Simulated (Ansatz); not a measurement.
Take SrHfO$_{3}$ in the cubic perovskite structure (space group Pm-3m, No. 221; a = 4.1058 Å) as the base. Axes: x, y, z lie along the cube axes.

It is then changed as follows: tensile biaxial strain of 0.76 % in the plane normal to [001], as in epitaxy on a mismatched substrate; the out-of-plane cell vector and the atoms relax.

Levels (all Ansatz, a first-principles code, PAW): PBEsol (420 eV, scalar-relativistic without spin-orbit coupling); PBEsol+SOC (420 eV, spin-orbit coupling included).

The geometry is relaxed with PBEsol.

- PBEsol electron mass = 2.0 mₑ out of plane, 0.34 mₑ in plane (at Γ)
- PBEsol pressure = -19.9 kbar
- PBEsol smallest direct gap = 3.84 eV
- PBEsol lowest conduction level above the VBM at special points = Γ 3.66 eV; Z 4.24 eV; X 4.26 eV; A 6.12 eV

### Question
How does going to PBEsol+SOC change the electron mass, pressure, smallest direct gap and lowest conduction level above the VBM at special points?

### Answer
The electron mass changes from 2.0 mₑ out of plane, 0.34 mₑ in plane (at Γ) to 0.90 mₑ out of plane, 0.38 mₑ in plane (at Γ); the pressure shrinks by 1.76 kbar (-19.9 kbar → -21.6 kbar); the smallest direct gap decreases by 0.16 eV, from 3.84 eV to 3.68 eV; the lowest conduction level above the VBM at special points changes from Γ 3.66 eV; Z 4.24 eV; X 4.26 eV; A 6.12 eV to Γ 3.59 eV; Z 4.23 eV; X 4.25 eV; A 6.09 eV.

Single points use the geometry relaxed with PBEsol. Differences between runs with and without spin-orbit coupling are approximate. With Hf present, leaving out spin-orbit coupling can change the band edges. Effective masses come from finite differences of ±0.01 Å⁻¹. Stability against distortions was not tested. Many cubic perovskites are stable only at high temperature; tilts and polar distortions were not tested. Labels are those of the standard path for the cell's own space group.
